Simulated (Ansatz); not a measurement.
# Effect of S on a Zn site (antisite), symmetric start on ZnS

Take a 16-atom supercell of ZnS in the zinc blende structure (space group F-43m, No. 216; a = 5.389 Å) at its relaxed geometry as the base.

Now apply this change: one Zn atom is replaced by S, atoms relaxed at fixed cell.

Computed with Kohn–Sham DFT with the r2SCAN functional, run in Ansatz (a first-principles code) with PAW and 500 eV plane waves, without spin-orbit coupling. Γ-centred 4×4×4 mesh, Fermi–Dirac width 0.01 eV.

```tsv
quantity	base	changed	shift
pressure	0.0 GPa	2.6 GPa	+2.6 GPa
energy gained by relaxation	–	0.51 eV	–
largest displacement of a host atom from its site in the perfect cell	–	0.17 Å	–
mean distance from the defect site to its nearest host atoms	4.41 bohr	4.73 bohr	+0.32 bohr
```

Final structure:

```
Zn7S9
1.0
    0.00000     5.38911     5.38911
    5.38911     0.00000     5.38911
    5.38911     5.38911     0.00000
S Zn
9 7
Cartesian
  4.04181   4.04181   4.04181
  6.73641   6.73641   4.04181
  6.73641   4.04181   6.73641
  9.33173   6.83560   6.83560
  4.04181   6.73641   6.73641
  6.83560   9.33173   6.83560
  6.83560   6.83560   9.33173
  9.33173   9.33173   9.33173
  0.00000   0.00000   0.00000
  2.69456   2.69456   0.02237
  2.69456   0.02237   2.69456
  5.36674   2.69456   2.69456
  0.02237   2.69456   2.69456
  2.69456   5.36674   2.69456
  2.69456   2.69456   5.36674
  5.38911   5.38911   5.38911
```

Other magnetic orders, which the real material may have, were not ruled out. In so small a cell the defect repeats every few ångströms: this is an ordered compound, not a dilute defect. A case with no gap was solved on a k-mesh chosen for an insulator, which is coarse for it. The defect started on the symmetric site and kept its symmetry, so it may sit on a saddle. Starting moments died away, wholly or in part, for S on a Zn site (antisite); another magnetic solution may exist. The defect cell is spin-polarised and ends with 0.0 μB.
